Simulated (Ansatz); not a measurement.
An Ansatz (an electronic-structure program) run: Zr with a change (biaxial strain +2.50 %, plane normal [001], relaxed out of plane); Ansatz r2SCAN, no SOC.

Input:

Ansatz 0.2 input:
```yaml
crystal:
  lattice:
    - [3.3254243151, 0, 0]
    - [1.6627121576, 2.8799019353, 0]
    - [0, 0, 5.0935283914]
  atoms:
    - { symbol: Zr, position: [0.6666666667, 0.6666666667, 0.75] }
    - { symbol: Zr, position: [0.3333333333, 0.3333333333, 0.25] }
basis: { ecutwfc: 500, ecutrho_ratio: 4, xc_grid: 4, fft_grid_basis: typed }
kpoints: { mp_grid: { grid: [20, 20, 11] } }
hamiltonian:
  xc: r2scan
  dispersion: none
  pseudopotentials: { kind: paw }
scf: { occupations: { method: fermi_dirac, width: 0.1 } }
relax: { f_tol: 0.005, max_steps: 50, cell: { stress_tol: 0.01, fix: [a, b, gamma] } }
output: { forces: true, stress: true }
checkpoint: { write: state.ck, write_every: 1000 }
```

Output (explanatory and most iteration lines left out):

```
Relaxation: its limit of steps is 50 (relax.max_steps)
Pseudopotential: Zr, paw, valence charge 12
Crystal: 2 atoms, lattice volume = 48.780 Å³
Basis set: ecut = 500 eV, 1231 PW (Γ), exchange–correlation on 100×100×160 points (64 copies of the dense FFT grid, shifted against one another)
Bands: 16, of which v1, the nominal top of the filled ones, is band 12 counted from 1 (11 counted from 0)
Symmetry: 24 space group operations
Space group: P63/mmc (ITA 194), of the structure as read, at distance tolerance 3.7e-5 Å
k-points: 264 of 4400
Functional: x = r2scan, c = r2scan; τ floored in thin density (d = 2e-4 eV/Å³)
SCF iter   1: F=—  HF=-8389.993432 eV  |F-HF|=—  |Δ(HF+E_count)|=         —  Δρ=7.36e-3  dr2=2.17e-2  dr2_τ=8.62e-3  ethr=1.77e-3  ⟨swp⟩=4.9  Hψ=18018  notcnv=0
SCF iter   2: F=—  HF=-8390.042276 eV  |F-HF|=—  |Δ(HF+E_count)|=   4.88e-2  Δρ=4.82e-3  dr2=9.17e-3  dr2_τ=4.28e-4  ethr=9.06e-5  ⟨swp⟩=2.0  Hψ=10536  notcnv=0
SCF 1 converged in 6 iterations: F = -8390.042962 eV  dr2 = 1.05e-8
relax step   1: F+E_penalty+E_count = -8390.04296210 eV  Δ(F+E_penalty+E_count) = +0.000e0 eV  max|allowed force component| = 7.170e-17 eV/Å  Δτ_max = 0.0000 Å  P = -3.164 GPa  Ω = 48.780 Å³  fix = [a, b, gamma]  reactions: a -4.317, b -4.317 GPa  (6 SCF iters, dr2 threshold 1.00e-7 eV, accepted)
[... steps on the carried basis left out ...]
relax step   3: F+E_penalty+E_count = -8390.04379814 eV  Δ(F+E_penalty+E_count) = -1.402e-4 eV  max|allowed force component| = 6.939e-17 eV/Å  Δτ_max = 0.0000 Å  P = -2.689 GPa  Ω = 48.523 Å³  energy of the carried Pulay correction = +1.404e-4 eV  fix = [a, b, gamma]  reactions: a -4.031, b -4.031 GPa  (4 SCF iters, dr2 threshold 2.00e-7 eV, accepted)
Crystal: 2 atoms, lattice volume = 48.523 Å³
SCF iter   1: F=—  HF=-8390.043658 eV  |F-HF|=—  |Δ(HF+E_count)|=         —  Δρ=2.51e-5  dr2=1.42e-7  dr2_τ=2.78e-7  ethr=2.42e-8  ⟨swp⟩=3.0  Hψ=32185  notcnv=0
SCF iter   2: F=—  HF=-8390.043658 eV  |F-HF|=—  |Δ(HF+E_count)|=   1.31e-7  Δρ=1.09e-5  dr2=1.83e-8  dr2_τ=1.12e-8  ethr=5.94e-10  ⟨swp⟩=2.7  Hψ=7405  notcnv=0
SCF 4 converged in 6 iterations: F = -8390.043658 eV  dr2 = 5.22e-14
SCF converged after 6 iterations
Free energy (F): -8390.043658 eV
Internal energy: -8389.985308 eV  (E = F + TS)
E sigma→0 (E₀):  -8390.014483 eV
Entropy (-TS):   -0.058349 eV (-29.175 meV/atom)
Fermi energy:    13.393059 eV
--- Forces (eV/Å), atoms counted from 1 ---
  atom   1  Zr    -0.00000000    -0.00000000     0.00000000
  atom   2  Zr     0.00000000     0.00000000     0.00000000
--- Stress (GPa, compression-positive) ---
       -4.031211      -0.000000       0.000000
        0.000000      -4.031211       0.000000
        0.000000       0.000000      -0.007372
  P = ⅓ Tr σ = -2.6899 GPa (-26.899 kbar)
--- Relaxed structure (3 steps of the walk, 3 accepted, 1 SCFs on fresh bases) ---
  cell:  # Å, volume = 48.5234 Å³
    - [3.3254243151351788, -2.8867552576258e-11, 0.0]
    - [1.6627121575925894, 2.8799019352551003, 0.0]
    - [0.0, 0.0, 5.066711051001669]
  atoms:
    - { symbol: Zr, position: [0.6666666666666665, 0.6666666666666665, 0.7499999999999999] }
    - { symbol: Zr, position: [0.33333333333333326, 0.33333333333333326, 0.24999999999999997] }
```

Stability against distortions was not tested. The final runs are not spin-polarised. The cell was made from Zr in the hcp (Mg type) structure (space group P6_3/mmc, No. 194) by this change: biaxial strain +2.50 %, plane normal [001], relaxed out of plane.
